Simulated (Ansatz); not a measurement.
Consider Ti in the hcp (Mg type) structure (space group P6_3/mmc, No. 194; a = 2.940 Å, c = 4.654 Å; relaxed with 0.1 eV smearing). Axes: x lies along a and z along c of the hexagonal cell.

Calculations: PBE/PAW in Ansatz (a first-principles code), without spin-orbit coupling.

The change: uniaxial strain ε_zz = +1.00 %, all other strain components held at zero, atoms relaxed at fixed cell.

Task: How does this affect the energy relative to the base and stress?

Result: The energy increases by 1.0 meV/atom; the stress (xx, yy, zz, yz, xz, xy; compression positive) comes out as (-0.7, -0.7, -1.8, 0.0, 0.0, 0.0) GPa.

Stability against distortions was not tested. The final runs are not spin-polarised.
